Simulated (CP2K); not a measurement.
Worked example: self-consistent single point of Cu2As (P1, 6 atoms in the cell) in CP2K.

Method of the run: PBEsol, GPW, DZVP-MOLOPT-SR-GTH basis, GTH-PBE potentials (GTH_POTENTIALS) (CP2K).

The change in words: atoms moved at random. Reference geometry:
```xyz
6
Lattice="3.7366 0.0000 0.0000 0.0000 3.7366 0.0000 0.0000 0.0000 5.8218" Properties=species:S:1:pos:R:3 pbc="T T T"
Cu     1.8683     1.8683     0.0000
Cu     0.0000     0.0000     0.0000
Cu     1.8683     0.0000     1.7463
Cu     0.0000     1.8683     4.0755
As     1.8683     0.0000     4.1510
As     0.0000     1.8683     1.6708
```

Reference input (self-consistent single point, DFT PBEsol, GPW, DZVP-MOLOPT-SR-GTH basis, GTH-PBE potentials (GTH_POTENTIALS)): CUTOFF = 600 Ry; REL_CUTOFF = 50 Ry; SMEAR/METHOD = FERMI_DIRAC; ELECTRONIC_TEMPERATURE = 1160.45 K; KPOINTS/SCHEME = MONKHORST-PACK 7 7 5; XC_FUNCTIONAL = PBE:PBESOL; Cu/BASIS_SET = DZVP-MOLOPT-SR-GTH; Cu/POTENTIAL = GTH-PBE-q11; As/BASIS_SET = DZVP-MOLOPT-SR-GTH; As/POTENTIAL = GTH-PBE-q5; METHOD = GPW; EPS_DEFAULT = 1e-10. This run's input differs from it in these lines:

```diff
@@ -72,8 +72,8 @@
     &COORD
-      Cu       1.86829450     1.86829450     0.00000000
-      Cu       0.00000000     0.00000000     0.00000000
-      Cu       1.86829450     0.00000000     1.74629573
-      Cu       0.00000000     1.86829450     4.07546627
-      As       1.86829450     0.00000000     4.15097452
-      As       0.00000000     1.86829450     1.67078748
+      Cu       1.83896601     1.94972598     0.00785938
+      Cu      -0.02949663     0.04682320    -0.01687147
+      Cu       1.88867386    -0.05422538     1.80635303
+      Cu       0.03333411     1.82838773     4.03065035
+      As       1.90467767     0.01211028     4.13898169
+      As      -0.03127151     1.82206168     1.67654520
     &END COORD
```

The program printed (abridged):

```
 SCF WAVEFUNCTION OPTIMIZATION

  Step     Update method      Time    Convergence         Total energy    Change
     1 NoMix/Diag. 0.30E+00      -     0.40898643      -205.0043314858 -2.05E+02
     2 Broy./Diag. 0.30E+00      -     0.15854570      -210.8562318815 -5.85E+00
     3 Broy./Diag. 0.30E+00      -     0.03864666      -206.0835784875  4.77E+00
     4 Broy./Diag. 0.30E+00      -     0.01357696      -204.8690942776  1.21E+00
     5 Broy./Diag. 0.30E+00      -     0.00308243      -204.5546243188  3.14E-01
     6 Broy./Diag. 0.30E+00      -     0.00286241      -204.6012358174 -4.66E-02
   [... 6 lines left out ...]
    13 Broy./Diag. 0.30E+00      -     0.00001353      -204.6275600706 -3.00E-04
    14 Broy./Diag. 0.30E+00      -     0.00000352      -204.6276980022 -1.38E-04
    15 Broy./Diag. 0.30E+00      -     0.00000179      -204.6276769499  2.11E-05
    16 Broy./Diag. 0.30E+00      -     0.00000048      -204.6276779054 -9.56E-07
  *** SCF run converged in    16 steps ***

  Overlap energy of the core charge distribution:               0.00000010656098
  Self energy of the core charge distribution:               -284.73559207422875
  Core Hamiltonian energy:                                     93.26415077285714
  Hartree energy:                                              20.66748494605614
  Exchange-correlation energy:                                -33.82125570905435
  Electronic entropic energy:                                  -0.00246594804457
  Fermi energy:                                                 0.27233213359376

  Total energy:                                              -204.62767790543236
  Total energy (extrapolated to T->0):                       -204.62644493141008

   [... lines left out ...]

 STRESS| Analytical stress tensor [bar]
 STRESS|                        x                   y                   z
 STRESS|      x        4.38826877394E+04   8.91432343125E+02   7.37090136769E+03
 STRESS|      y        8.91432343125E+02   4.67726170677E+04   5.22713667702E+03
 STRESS|      z        7.37090136769E+03   5.22713667702E+03   7.55848494450E+04
 STRESS| 1/3 Trace                                             5.54133847507E+04
```

The run converged in 16 iterations. Against the reference run the free energy rises by 12.2 meV/atom, the pressure goes from 5.29 to 5.54 GPa and the largest force goes from 0.339 to 0.588 eV/Å.

The starting cell comes from a database of computed structures (which also holds hypothetical and non-ambient phases and stackings), without a prior relaxation at this level. Its lattice was rescaled by a random factor within 2.5 % of one. For this run, on top of that: atoms moved at random. Spin polarisation is off. Values carry the incompleteness of an atom-centred basis. The potentials were made for another functional than the one used. With a pressure of about 6 GPa the cell is away from its equilibrium volume at this level. The run gives no clean gap (levels at the Fermi energy touch, overlap or are partly filled at this smearing), which alone does not show that the compound is a metal.

Cost on one core of a shared machine: roughly 3 min.
